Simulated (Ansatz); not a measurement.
Consider Fe in the diamond structure (space group Fd-3m, No. 227; a = 4.807 Å; not spin-polarised; a hypothetical phase, not in the database extracts checked; relaxed with 0.1 eV smearing).

Level of theory: PBEsol in Ansatz (plane waves to 420 eV, PAW, no spin-orbit coupling).

Base values:

The pressure comes out as 0.0 GPa.

The change: every lattice vector is stretched by 1.10 %; the atoms relax in the strained cell.

Q: Estimate the effect on the energy relative to the base and pressure.

A: The energy rises by 7.9 meV/atom; the pressure goes from zero to -5.3 GPa.

Stability against distortions was not tested. Starting moments died away, wholly or in part, for the base; another magnetic solution may exist. All final runs are without spin polarisation.

Ansatz is a program for electronic structure.
